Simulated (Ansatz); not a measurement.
Zn: response to strain

Take Zn in the hcp (Mg type) structure (space group P6_3/mmc, No. 194; a = 2.6129 Å, c = 4.7815 Å; relaxed with 0.1 eV smearing) as the base.

Strains are applied to the cell and any free atomic positions relax.

Level of theory: PBEsol, PAW, 420 eV (Ansatz, an electronic-structure program; spin-orbit coupling left out).

Notes on the quantities. pressure: mean of the normal stresses, compression positive; energy relative to the base: free energy F.

```csv
variant,pressure,energy relative to the base,volume per atom
base,0.0 GPa,0 meV/atom,14.14 Å³
isotropic strain −2.50 %,8.6 GPa,(withheld),13.10 Å³
isotropic strain −2.00 %,(withheld),+16 meV/atom,13.30 Å³
isotropic strain −1.50 %,4.7 GPa,+8.8 meV/atom,13.51 Å³
isotropic strain −1.00 %,3.0 GPa,+3.8 meV/atom,13.72 Å³
isotropic strain −0.50 %,1.5 GPa,+0.9 meV/atom,13.92 Å³
isotropic strain +0.50 %,-1.3 GPa,+0.9 meV/atom,14.35 Å³
isotropic strain +1.00 %,-2.6 GPa,+3.5 meV/atom,14.56 Å³
isotropic strain +2.00 %,-4.7 GPa,+14 meV/atom,15.00 Å³
isotropic strain +3.00 %,-6.5 GPa,+29 meV/atom,15.45 Å³
```

Problem. Fill in the withheld entries from the trend.

Solution. 
- isotropic strain −2.50 %, energy relative to the base: +26 meV/atom
- isotropic strain −2.00 %, pressure: 6.6 GPa

Whether these cells are dynamically stable was not tested.
